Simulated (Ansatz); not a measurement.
A calculation on HfO2 (P4₂/nmc, No. 137; high-temperature phase) returned lattice constant a 3.569 Å, lattice parameter c 5.176 Å, equilibrium volume per atom 10.99 Å³/atom, formation enthalpy -3.823 eV/atom.

### Question
Which level of theory produced these numbers?
A. r²SCAN+rVV10 (Ansatz, a first-principles code)
B. PBE-D3(BJ) (Ansatz)
C. LDA (Ansatz)
D. PBE-D4 (Ansatz)

### Answer
A, r²SCAN+rVV10 (Ansatz)

The others give: PBE-D4 3.589 Å, 5.223 Å, 11.21 Å³/atom, -3.522 eV/atom; LDA 3.537 Å, 5.102 Å, 10.64 Å³/atom, -3.829 eV/atom; PBE-D3(BJ) 3.587 Å, 5.212 Å, 11.18 Å³/atom, -3.483 eV/atom.

Unless a cell is named, each level is at its own relaxed cell (LDA 10.64, PBE-D3(BJ) 11.18, PBE-D4 11.21, r²SCAN+rVV10 10.99 Å³/atom).

Caveats: the relaxation could not lower the start's symmetry, so the cell can be a saddle point above a distorted one (PBE-D4, LDA, PBE-D3(BJ), r²SCAN+rVV10). Ansatz's density-functional and Hartree–Fock values are scalar-relativistic unless marked +SOC, with PAW data made under PBE.
